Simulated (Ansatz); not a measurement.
## bcc V (1 1 1) on zinc-blende CuI (1 1 1) (film strained to the substrate, started from cuts of the bulks and a machine-learned relaxation; slabs Cu4I4 and V12, which can lie off the formulas)

A periodic stack without vacuum, bcc V (1 1 1) on zinc-blende CuI (1 1 1) (film strained to the substrate, started from cuts of the bulks and a machine-learned relaxation; slabs Cu4I4 and V12, which can lie off the formulas): substrate slab Cu4I4, film V12, surface cells [[1, -1], [0, 1]] and [[1, -1], [0, 1]], film strained by +1.4 and +1.4 %, outermost planes Cu/I and V/V as cut, which need not be the usual terminations and can put a slab off its formula.

The start was prepared with a machine-learned potential, and the result is one local minimum, with the in-plane cell held and forces under 0.04 eV/Å; the film can end far from its bulk form.

The numbers are results of PBE (plane waves to 420 eV, PAW; Ansatz, a first-principles code), not measurements. No spin–orbit coupling; the runs are not spin-polarised; PBE gaps are too small against experiment. Its k-point mesh 8×8×1, Fermi–Dirac width 0.05 eV.

* **interface area**: 16.0 Å²
* **period**: 25.26 Å
* **heights between the nearest atoms of the two slabs at the two interfaces**: 2.85 and 1.51 Å
* **Cu–V contacts across the interfaces within 1.22 times the sum of covalent radii**: 4, mean 2.79 Å
* **I–V contacts across the interfaces within 1.22 times the sum of covalent radii**: 2, mean 2.87 Å

```xyz
20
Lattice="4.2988 -0.0005 0.1219 -2.1508 3.7217 0.0977 1.2977 0.1934 25.3411" Properties=species:S:1:pos:R:3 pbc="T T T"
Cu    -0.3338     1.3962     0.4516
Cu    -0.3938     3.6750     4.5879
Cu     1.6635     2.2867     8.0635
Cu    -0.5792     0.8900    11.4546
I     -0.3585     3.8090     1.9286
I      1.7318     2.3987     5.4346
I     -0.5107     1.0080     8.8247
I      1.5421    -0.3883    12.3349
V      1.3205     1.9575    16.0365
V      3.5066     3.2253    15.3942
V      3.4158     3.1326    17.7560
V      3.4443     0.6909    16.7219
V      3.3703     0.5824    19.2966
V      1.2415     1.8582    18.4540
V      1.1780     1.7548    20.9292
V      3.3479     3.0270    20.2664
V      3.2666     2.9233    22.8276
V      3.2947     0.4787    21.8491
V      3.1898     0.3931    24.2901
V      1.0908     1.6594    23.3583
```
